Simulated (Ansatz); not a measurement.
composition Si2Mo, cell Si32Mo16, first heated far above this temperature, then brought to it [in the run: it was liquid; mean temperature 2860 K (target 2880 K); density 4.93 g/cm³; mean pressure 1.9 GPa against a target of 0; one k-point, which a denser mesh shifts by -0.1 GPa in pressure and 0.08 eV/Å in forces]. The atoms began on random sites, so units and networks may differ from a laboratory melt's. Bonds are counted up to Mo-Mo 4.02 Å, Mo-Si 3.62 Å, Si-Si 3.54 Å.

### Question
What distribution of Mo-Si-Mo angles does Ansatz (a program for electronic structure) with PBE give?

### Answer
mean 99°, standard deviation 32°.
(angle (°), p (1/°)): (1.5, 0.0000); (4.5, 0.0000); (7.5, 0.0000); (10.5, 0.0000); (13.5, 0.0000); (16.5, 0.0000); (19.5, 0.0000); (22.5, 0.0000); (25.5, 0.0000); (28.5, 0.0000); (31.5, 0.0000); (34.5, 0.0000); (37.5, 0.0001); (40.5, 0.0006); (43.5, 0.0015); (46.5, 0.0029); (49.5, 0.0046); (52.5, 0.0073); (55.5, 0.0095); (58.5, 0.0103); (61.5, 0.0119); (64.5, 0.0125); (67.5, 0.0129); (70.5, 0.0126); (73.5, 0.0113); (76.5, 0.0107); (79.5, 0.0098); (82.5, 0.0094); (85.5, 0.0090); (88.5, 0.0088); (91.5, 0.0081); (94.5, 0.0083); (97.5, 0.0087); (100.5, 0.0094); (103.5, 0.0088); (106.5, 0.0097); (109.5, 0.0093); (112.5, 0.0094); (115.5, 0.0094); (118.5, 0.0100); (121.5, 0.0093); (124.5, 0.0090); (127.5, 0.0082); (130.5, 0.0077); (133.5, 0.0073); (136.5, 0.0073); (139.5, 0.0064); (142.5, 0.0062); (145.5, 0.0057); (148.5, 0.0052); (151.5, 0.0046); (154.5, 0.0040); (157.5, 0.0039); (160.5, 0.0028); (163.5, 0.0027); (166.5, 0.0023); (169.5, 0.0019); (172.5, 0.0011); (175.5, 0.0006); (178.5, 0.0003)
